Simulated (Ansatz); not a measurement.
## What Si → Ag does to NbSi2

Base system: NbSi2 (space group P6_222, No. 180; a = 4.810 Å, c = 6.618 Å).

One thing is altered: every Si is replaced by Ag; the structure is relaxed again.

Computed with plane-wave PAW DFT at the PBE level (Ansatz, a first-principles code, 420 eV), no spin-orbit coupling. Γ-centred 11×11×6 mesh, Fermi–Dirac width 0.05 eV, for the changed cell.

- Density: 9.49 g/cm³ (base 5.60 g/cm³)
- c/a ratio: 1.514 (base 1.376)
- Space group: P6_222 (No. 180) (base P6_222 (No. 180))
- Band gap: zero (base zero)

No phonon test of stability was made. As relaxed here, NbAg2 is a hypothetical phase, not in the database extracts checked. The final runs are not spin-polarised. An odd electron count without spin: NbAg2 and NbSi2. NbAg2 has a high density of states at the Fermi level and may be magnetic at this level.
